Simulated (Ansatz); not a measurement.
A calculation on rutile IrO₂ returned lattice constant a 4.590 Å, lattice parameter c 3.213 Å, equilibrium volume per atom 11.29 Å³/atom, bulk modulus 237 GPa, cohesive energy 4.92 eV/atom.

For reference: lattice constant a 4.505 Å (measured, room temperature, not corrected to a static lattice; as tabulated in Hiroi (2015), arXiv:1503.02262); lattice parameter c 3.159 Å (measured, room temperature, no zero-point or thermal correction; as tabulated in Hiroi (2015), arXiv:1503.02262).

Q: Which level of theory produced these numbers?
A. RPBE (Ansatz, a program for electronic structure)
B. PBE-D3(BJ) (Ansatz)
C. LDA (Ansatz)
D. BLYP (Ansatz)

A: D, BLYP (Ansatz)

The others give: RPBE 4.567 Å, 3.192 Å, 11.09 Å³/atom, 243 GPa, 4.73 eV/atom; LDA 4.434 Å, 3.136 Å, 10.28 Å³/atom, 313 GPa, 6.81 eV/atom; PBE-D3(BJ) 4.503 Å, 3.172 Å, 10.72 Å³/atom, 273 GPa, 5.57 eV/atom.

Unless a cell is named, each level is at its own relaxed cell (BLYP 11.28, LDA 10.28, PBE-D3(BJ) 10.72, RPBE 11.09 Å³/atom).

The crystal itself was run without spin with RPBE, LDA, PBE-D3(BJ), BLYP; a magnetic state was not tried in these runs.

Ansatz's density-functional and Hartree–Fock values are scalar-relativistic unless marked +SOC, with PAW data made under PBE.
